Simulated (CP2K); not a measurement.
Band structure of CaO (Fm-3m, 2 atoms in the cell).

```
CELL_PARAMETERS angstrom
      3.32946     0.00000     0.00000
      1.66473     2.88340     0.00000
      1.66473     0.96113     2.71849
ATOMIC_POSITIONS crystal
  Ca 0.00000 0.00000 0.00000
  O  0.50000 0.50000 0.50000
```

Method of the run: CP2K with PBE, GPW, DZVP-MOLOPT-SR-GTH basis, GTH-PBE potentials (GTH_POTENTIALS).

Settings: CUTOFF = 500 Ry; REL_CUTOFF = 40 Ry; SMEAR/METHOD = FERMI_DIRAC; ELECTRONIC_TEMPERATURE = 232.09 K; KPOINTS/SCHEME = MONKHORST-PACK 12 12 12; GAMMA_CENTERED = T; XC_FUNCTIONAL = PBE; Ca/BASIS_SET = DZVP-MOLOPT-SR-GTH-q10; Ca/POTENTIAL = GTH-PBE-q10; O/BASIS_SET = DZVP-MOLOPT-SR-GTH-q6; O/POTENTIAL = GTH-PBE-q6; METHOD = GPW; EPS_DEFAULT = 1e-10; EXTRAPOLATION = USE_GUESS.

The starting cell comes from a database of computed structures (which also holds hypothetical and non-ambient phases and stackings), without a prior relaxation at this level. Its lattice was rescaled by a random factor within 2.5 % of one. Values carry the incompleteness of an atom-centred basis.

**Question.** Predict the gap along the standard path and the places of the band edges.

**Answer.** The gap along the path is 3.52 eV, from Γ to X; the smallest direct gap on it is 3.91 eV.

Levels in eV from the top of the valence band on the SCF mesh, bands 5 to 9:
```
point       5      6      7      8     9
-----  ------  -----  -----  -----  ----
Γ      -15.69   0.00   0.00   0.00  5.38
X      -15.46  -1.36  -0.39  -0.39  3.52
W      -14.98  -1.44  -1.14  -1.14  6.49
K      -15.01  -1.45  -1.29  -0.88  5.24
L      -14.28  -2.79  -1.39  -1.39  7.61
U      -15.01  -1.45  -1.29  -0.88  5.24
```

Higher empty bands are left out: an atom-centred basis made for the valence describes them poorly.
